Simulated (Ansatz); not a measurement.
System: CsCl-type TiCo. Method: r²SCAN in Ansatz (plane waves, PAW).

Run with plane-wave cutoff 500 eV, 18×18×18 k mesh, Fermi–Dirac smearing 0.1 eV, no spin polarisation, scalar-relativistic PAW data made under PBE.

Computed at the level's own relaxed cell.

Problem. Estimate the equilibrium volume per atom and lattice parameter a that the calculation returns.

Solution. 
- equilibrium volume per atom: 12.86 Å³/atom
- lattice parameter a: 2.952 Å

Measured, for comparison: equilibrium volume per atom 13.43 Å³/atom, lattice constant a 2.995 Å (room temperature, not corrected to a static lattice; as tabulated in Yamada et al. (2019), arXiv:1910.09660). Computed (rounded) less measured: equilibrium volume per atom -4.2 %, lattice constant a -1.4 %. A static lattice is as a rule a little smaller and stiffer than an uncorrected measurement, which narrows the difference in the lattice constant a and would widen misses of the other sign.

Ansatz is an electronic-structure program.
